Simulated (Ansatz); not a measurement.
Structures of equal composition on the (110) surface of bcc Nb: a layer of Zr in place of the second plane; a layer of Zr in place of the third plane. The slabs share one bottom face, and each structure is named by its start. These are constructed structures in small cells; real faces may alloy, dewet or reconstruct in larger ones, and not all known structures of the face are among them. Slabs of about 12 Å with all that they carry, Fermi-Dirac smearing of 0.1 eV. Bottom of the slabs: a bare face, its two planes held. Relaxed from the named starts with such symmetry as they have, on meshes of like density; energies extrapolated to zero smearing; no spin-orbit coupling, no U. Spin-polarised runs, if any, are marked in brackets, and their order is one that fits the cell; the others ran without spin.

Level of theory: PBE (plane waves to 420 eV, PAW; Ansatz, an electronic-structure program).

**Question.** Rank these by energy per 1x1 cell (lowest first), as PBE gives it.

**Answer.** a layer of Zr in place of the third plane (0.000 eV), a layer of Zr in place of the second plane (0.064 eV)
